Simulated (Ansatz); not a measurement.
monolayer SnS$_{2}$ under biaxial strain: electron conductivity mass by PBE, rigid bands (plane waves, PAW, scalar-relativistic; Ansatz, a first-principles code). The unloaded cell, whose axes the loads refer to:

```cif
data_S2Sn
_chemical_formula_sum 'Sn1 S2'
_space_group_name_H-M_alt 'P 1'
_space_group_IT_number 1
_cell_length_a 3.70139
_cell_length_b 3.70139
_cell_length_c 18.93629
_cell_angle_alpha 90.000
_cell_angle_beta 90.000
_cell_angle_gamma 120.000
loop_
_space_group_symop_operation_xyz
  'x, y, z'
loop_
_atom_site_label
_atom_site_type_symbol
_atom_site_fract_x
_atom_site_fract_y
_atom_site_fract_z
_atom_site_occupancy
Sn1 Sn 0.00000 0.00000 0.50000 1
S1 S 0.33333 0.66667 0.57808 1
S2 S 0.66667 0.33333 0.42192 1
```

| biaxial strain (%) | electron conductivity mass (mₑ) |
|---|---|
| -3 | 0.386 |
| -2 | 0.390 |
| -1 | 0.395 |
| 0 | 0.401 |
| 1 | ? |
| 2 | 0.419 |
| 3 | 0.430 |
| 5 | 0.459 |

Problem. Fit a straight line to ln(electron conductivity mass) against the load over the rows given, and predict the row at 1 %.

Solution. The means are x̄ = 0.571 % and ȳ = -0.8898; Σ(x − x̄)(y − ȳ) = 1.062 and Σ(x − x̄)² = 49.71, so the slope is 2.14 % per % of strain, and the rows given lie within 1.7 % of the line. At 1 % the line gives 0.415 mₑ; the calculation gives 0.409 mₑ, 1.3 % from it.

Masses are for dilute carriers at 300 K, harmonic means over directions unless an axis is named. Spin-orbit coupling is left out. The structure type is held at every load. Geometry: cell and atoms relaxed with PBE.
